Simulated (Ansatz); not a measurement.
Results of r²SCAN in Ansatz (plane waves, PAW) for TiO₂ (P2₁/c, No. 14, 12 atoms in the cell; start mp-430; high-pressure phase).

Run with plane-wave cutoff 500 eV, 8×8×8 k mesh, Fermi–Dirac smearing 0.05 eV, no spin polarisation, scalar-relativistic PAW data made under PBE.

Cell (relaxed at this level):

```cif
data_O8Ti4
_chemical_formula_sum 'Ti4 O8'
_space_group_name_H-M_alt 'P21/c'
_space_group_IT_number 14
_space_group_name_Hall '-P 2ybc'
_cell_length_a 4.80401
_cell_length_b 4.86616
_cell_length_c 5.04069
_cell_angle_alpha 90.000
_cell_angle_beta 99.878
_cell_angle_gamma 90.000
loop_
_atom_site_label
_atom_site_type_symbol
_atom_site_symmetry_multiplicity
_atom_site_Wyckoff_symbol
_atom_site_fract_x
_atom_site_fract_y
_atom_site_fract_z
_atom_site_occupancy
Ti1 Ti 4 e 0.27700 0.05449 0.21454 1
O1 O 4 e 0.55369 0.25798 0.03664 1
O2 O 4 e 0.06350 0.32232 0.35224 1
```

Question: Predict the band gap.

Answer: 
* **band gap**: 2.70 eV (on the SCF k mesh)

Note: the relaxation could not lower the start's symmetry, so the cell can be a saddle point above a distorted one.

The computed numbers hold no vibrational or temperature effects.

The result took about 16 core-minutes (a rough figure).

A start named mp-… is a Materials Project structure, which need not be a measured phase.

Ansatz is an electronic-structure program.
